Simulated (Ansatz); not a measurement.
Data:

End structure of a constructed model of the (100) surface of fcc Ag, a pseudomorphic layer of Ga in the host's stacking (bottom of the slab: a bare face, its two planes held):

```
CELL_PARAMETERS angstrom
      2.93338     0.00000     0.00000
      0.00000     2.93338     0.00000
      0.00000     0.00000    28.50000
ATOMIC_POSITIONS crystal
  Ag 0.50000 0.50000 0.28532
  Ag 0.00000 0.00000 0.35810
  Ag 0.50000 0.50000 0.43112
  Ag 0.00000 0.00000 0.50415
  Ag 0.50000 0.50000 0.57708
  Ag 0.00000 0.00000 0.65033
  Ga 0.50000 0.50000 0.72564
```

Set-up: 7 atoms, 12.2 Å thick at the start; mesh 13x13x1; 0.1 eV smearing; dipole correction on; 2 atoms held, the rest relaxed; start symmetry kept, larger cells not searched; no spin, no spin-orbit, no U. It is one candidate, not shown to be the stable structure of the face.

**Question.** Give the work function of the top face at the level PBE (Ansatz, a quantum-chemistry and plane-wave program).

**Answer.** 4.39 eV
